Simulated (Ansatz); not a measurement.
# Response to strain in Sb

Consider Sb (space group R-3m, No. 166; a = 4.266 Å, c = 10.698 Å (hexagonal axes); relaxed with 0.1 eV smearing). Axes: x lies along a and z along c of the hexagonal cell.

Strains are applied to the cell and any free atomic positions relax; under biaxial strain the out-of-plane vector relaxes too; under stress the whole cell relaxes.

Computed with plane-wave PAW DFT at the PBEsol-D3(BJ) level (Ansatz, an electronic-structure program, 420 eV), no spin-orbit coupling.

Notes on the quantities. pressure: mean of the normal stresses, compression positive; energy relative to the base: free energy F.

```json
[
 {"case": "base", "pressure": "0.0 GPa", "energy relative to the base": "0 meV/atom", "shortest interatomic distance": "5.509 bohr"},
 {"case": "biaxial strain +2.08 %, plane normal [001], relaxed out of plane", "pressure": "-1.2 GPa", "energy relative to the base": "___", "shortest interatomic distance": "5.554 bohr"},
 {"case": "isotropic strain +5.24 %", "pressure": "-5.8 GPa", "energy relative to the base": "+96 meV/atom", "shortest interatomic distance": "5.628 bohr"},
 {"case": "uniaxial strain ε_yy = +1.21 %", "pressure": "-0.7 GPa", "energy relative to the base": "+1.3 meV/atom", "shortest interatomic distance": "5.511 bohr"},
 {"case": "uniaxial strain ε_zz = −2.96 %", "pressure": "1.4 GPa", "energy relative to the base": "___", "shortest interatomic distance": "___"},
 {"case": "uniaxial stress, 0.5 GPa compression along z", "pressure": "–", "energy relative to the base": "+0.5 meV/atom", "shortest interatomic distance": "5.516 bohr"}
]
```

Q: What belongs in the blanks?

A: 
- biaxial strain +2.08 %, plane normal [001], relaxed out of plane, energy relative to the base: +6.8 meV/atom
- uniaxial strain ε_zz = −2.96 %, energy relative to the base: +4.8 meV/atom
- uniaxial strain ε_zz = −2.96 %, shortest interatomic distance: 5.519 bohr

Beyond what the load breaks, stability against distortions was not tested.
